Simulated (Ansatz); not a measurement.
## Hypothetical fluorite PdCl2, response to strain

The reference is PdCl2 in the fluorite structure (space group Fm-3m, No. 225; a = 6.166 Å; ferromagnetic; a hypothetical phase, not in the database extracts checked; relaxed with 0.1 eV smearing). Axes: x, y, z lie along the cube axes.

Strains are applied to the cell and any free atomic positions relax; under biaxial strain the out-of-plane vector relaxes too.

Calculations: PBEsol, PAW, 420 eV (Ansatz, an electronic-structure program; spin-orbit coupling left out).

Candidates:
(a) biaxial strain −2.42 %, plane normal [001], relaxed out of plane
(b) isotropic strain −1.20 %
(c) uniaxial strain ε_zz = −3.02 %

Notes on the quantities. energy relative to the base: free energy F.

Task: Order them by energy relative to the base, lowest first.

Result: (b) isotropic strain −1.20 % (+5.8 meV/atom), (c) uniaxial strain ε_zz = −3.02 % (+8.1 meV/atom), (a) biaxial strain −2.42 %, plane normal [001], relaxed out of plane (+12 meV/atom)

The magnetic state is the one reached from the starting moments; the real material's order can differ, and small cells can't hold many antiferromagnetic ones. No phonon test of stability was made. No Hubbard U is applied, and correlation can decide whether such a compound is a metal.
